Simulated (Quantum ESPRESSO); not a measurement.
Quantum ESPRESSO run on CuPt7 (Fm-3m, 8 atoms in the cell): self-consistent single point.

Method: PBEsol, SSSP 1.1.2 efficiency (PBE) pseudopotentials (plane waves; Quantum ESPRESSO).

The change in words: lattice scaled by 0.98. Reference geometry:
```
CELL_PARAMETERS angstrom
      0.00000     3.99859     3.99859
      3.99859     0.00000     3.99859
      3.99859     3.99859     0.00000
ATOMIC_POSITIONS crystal
  Cu 0.50000 0.50000 0.50000
  Pt 0.00000 0.00000 0.00000
  Pt 0.00000 0.50000 0.00000
  Pt 0.50000 0.00000 0.00000
  Pt 0.50000 0.00000 0.50000
  Pt 0.00000 0.50000 0.50000
  Pt 0.00000 0.00000 0.50000
  Pt 0.50000 0.50000 0.00000
```

Reference input (self-consistent single point, DFT, PBEsol, plane waves, SSSP 1.1.2 efficiency (PBE) pseudopotentials): ecutwfc = 50 Ry; ecutrho = 400 Ry; occupations = smearing; smearing = gaussian; degauss = 0.0073499 Ry; input_dft = pbesol; potentials = {Cu: Cu_pbe_v1.2.uspp.F.UPF, Pt: pt_pbe_v1.4.uspp.F.UPF}; K_POINTS = automatic 7 7 7 0 0 0; conv_thr = 1e-10 Ry; mixing_beta = 0.3. This run's input differs from it in these lines:

```diff
@@ -38,5 +38,5 @@
 CELL_PARAMETERS {angstrom}
-   0.0000000000     3.9985910000     3.9985910000
-   3.9985910000     0.0000000000     3.9985910000
-   3.9985910000     3.9985910000     0.0000000000
+   0.0000000000     3.9186190000     3.9186190000
+   3.9186190000     0.0000000000     3.9186190000
+   3.9186190000     3.9186190000     0.0000000000
```

Output (repeated stretches shortened):

```
     Self-consistent Calculation

     iteration #  1     ecut=    50.00 Ry     beta= 0.30

     negative rho (up, down):  1.280E+00 0.000E+00

     total energy              =   -1874.65988490 Ry
     estimated scf accuracy    <       9.30647395 Ry

     iteration #  2     ecut=    50.00 Ry     beta= 0.30

     negative rho (up, down):  1.278E+00 0.000E+00

     total energy              =   -1872.11443390 Ry
     estimated scf accuracy    <      26.76329853 Ry

     iteration #  3     ecut=    50.00 Ry     beta= 0.30

     negative rho (up, down):  1.252E+00 0.000E+00

     total energy              =   -1875.78318798 Ry
     estimated scf accuracy    <       2.41685804 Ry

   [... 16 blocks of this kind left out ...]

     iteration # 20     ecut=    50.00 Ry     beta= 0.30

     negative rho (up, down):  1.242E+00 0.000E+00

     total energy              =   -1875.60066823 Ry
     estimated scf accuracy    <          1.0E-08 Ry

     iteration # 21     ecut=    50.00 Ry     beta= 0.30

     negative rho (up, down):  1.242E+00 0.000E+00
     End of self-consistent calculation

   [... 7 lines left out ...]

   [... 7 lines left out ...]

     the Fermi energy is    20.9846 ev

!    total energy              =   -1875.60066823 Ry
     estimated scf accuracy    <          1.8E-11 Ry
     smearing contrib. (-TS)   =      -0.00347640 Ry
     internal energy E=F+TS    =   -1875.59719183 Ry

     convergence has been achieved in  21 iterations

     negative rho (up, down):  1.242E+00 0.000E+00

     Forces acting on atoms (cartesian axes, Ry/au):

     atom    1 type  1   force =     0.00000000   -0.00000000    0.00000000
   [... zero for the other atoms too ...]

     Total force =     0.000000     Total SCF correction =     0.000000

     negative rho (up, down):  1.242E+00 0.000E+00
          total   stress  (Ry/bohr**3)                   (kbar)     P=      -77.06
  -0.00052383  -0.00000000   0.00000000          -77.06       -0.00        0.00
   0.00000000  -0.00052383   0.00000000            0.00      -77.06        0.00
   0.00000000   0.00000000  -0.00052383            0.00        0.00      -77.06

   JOB DONE.
```

The run converged in 21 iterations. Against the reference run the free energy falls by 81.4 meV/atom and the pressure goes from -19.72 to -7.71 GPa.

The starting cell comes from a database of computed structures (which also holds hypothetical and non-ambient phases and stackings), without a prior relaxation at this level. Its lattice was rescaled by a random factor within 2.5 % of one. For this run, on top of that: lattice scaled by 0.98. Spin polarisation is off. With a pressure of about -8 GPa the cell is away from its equilibrium volume at this level.

Cost on one core of a shared machine: roughly 5 min.
